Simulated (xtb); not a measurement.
xtb 6.7.1, GFN2-xTB: Cc1csc(-c2ccc3cc(-c4sccc4F)ccc3c2)c1, 35 atoms. The geometry is a generated start, not checked to be a minimum at this level.

```yaml
run_flags: --grad
method: GFN2-xTB
"--acc": 1 (default)
"--etemp (K)": 300 (default)
basis_functions: 113
valence_electrons: 108
```

One run each on 1 thread. Values of broydamp tried: 0.02, 0.05, 0.1, 0.2, 0.4 (default), 0.6, 0.8, 1.

How does the count of SCC iterations change with broydamp, and where is it least?

Fewest SCC iterations, within one of each other: 0.2 with 13, 0.4 (default) with 13, 0.6 with 13, 0.8 with 14, 1 with 14. The count rises to 20 at 0.02. All converge to one solution.

| broydamp | SCC iterations | end |
|---|---|---|
| 0.02 | 20 | same solution |
| 0.05 | 18 | same solution |
| 0.1 | 15 | same solution |
| 0.2 | 13 | same solution |
| 0.4 (default) | 13 | same solution |
| 0.6 | 13 | same solution |
| 0.8 | 14 | same solution |
| 1 | 14 | same solution |
